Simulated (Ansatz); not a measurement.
Functionals compared on the (21-32) surface of hcp Tl in its 1x1 cell, outermost plane spacing 0.72 Å in the ideal cut, in Ansatz (plane waves, PAW). The structure was relaxed with PBE; the other rows are single points on it, each with its references at the same level. Cutoff 420 eV (500 eV for r2SCAN).

Set-up: 20 atoms, 10.5 Å thick at the start (thin: gaps and levels are the slab's own); mesh 6x5x1; 0.1 eV smearing; dipole correction on; all atoms relaxed; held to the start's symmetry, so lower structures may exist; no spin, no spin-orbit, no U. These notes are the PBE run's.

| functional | surface energy (J/m²) | work function of the top face (eV) | rough cost of the single point |
|---|---|---|---|
| PBE | 0.29 | 3.49 | – |
| LDA | 0.46 | 3.82 | around 6 core-minutes (rough) |
| PBEsol | (withheld) | (withheld) | roughly 6 core-minutes |
| RPBE | 0.18 | 3.34 | about 7 core-minutes (a rough figure) |
| r2SCAN | 0.36 | 3.51 | roughly 12 core-minutes |

Problem. Fill in the missing entries.

Solution. 
- PBEsol, surface energy (J/m²): 0.39
- PBEsol, work function of the top face (eV): 3.58

Ansatz is a quantum-chemistry and plane-wave program.
